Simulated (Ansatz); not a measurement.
We consider fcc Yb, described by PBEsol+SOC (plane waves, PAW; Ansatz, a first-principles code).

The input as run:

Ansatz 0.2 input:
```yaml
crystal:
  lattice:
    - [0.0, 2.7423, 2.7423]
    - [2.7423, 0.0, 2.7423]
    - [2.7423, 2.7423, 0.0]
  atoms:
    - { symbol: Yb, position: [0.0, 0.0, 0.0] }
basis:
  ecutwfc: 520
  ecutrho_ratio: 4
  xc_grid: 2
kpoints:
  mp_grid: { grid: [18, 18, 18] }
hamiltonian:
  xc: pbesol
  dispersion: none
  pseudopotentials: { kind: paw }
scf:
  occupations: { method: fermi_dirac, width: 0.05 }
  convergence: { dr2_threshold: 0.0000000001 }
output:
  forces: false
  stress: true
  eigenvalues: true
magnetization:
  noncollinear: true
  spin_orbit: true
```

### Question
How many irreducible k-points, plane waves at Γ does the program set up, and what pressure does the run end with?

### Answer
195 irreducible k-points, 1067 plane waves at Γ; P = -3.86 GPa, so the cell is stretched and would shrink at this level.

Excerpt of the program's output:

```
Crystal: 1 atoms, lattice volume = 41.245 Å³
Basis set: ecut = 520 eV, 1067 PW (Γ), exchange–correlation on 60×60×60 points (8 copies of the dense FFT grid, shifted against one another)
Bands: 32, of which v1, the nominal top of the filled ones, is band 24 counted from 1 (23 counted from 0)
Symmetry: 48 space group operations + 48 with time reversal
k-points: 195 of 5832
Initial density: superposition of atomic densities (chi_scale 0.1, normalization cell)
Functional: x = pbesol(κ = 0.804, μ = 0.12345679012345678), c = pbesol(β = 0.046)
spin=Noncollinear: Kerker preconditioning applied to the charge; magnetization (m_x, m_y, m_z) channels mix plain (no charge-response kernel on spin).
SCF 1 converged in 15 iterations: F = -13691.975427 eV  dr2 = 3.32e-11
SCF converged after 15 iterations
Free energy (F): -13691.975427 eV
Internal energy: -13691.942960 eV  (E = F + TS)
E sigma→0 (E₀):  -13691.959193 eV
Fermi energy:    8.971793 eV
--- Stress (GPa, compression-positive) ---
       -3.862200      -0.000000      -0.000000
        0.000000      -3.862200       0.000000
        0.000000      -0.000000      -3.862200
  P = ⅓ Tr σ = -3.8622 GPa (-38.622 kbar)
```

The PAW data were made under PBE.

Note: cell and atoms aren't relaxed at this level (pressure -3.9 GPa).
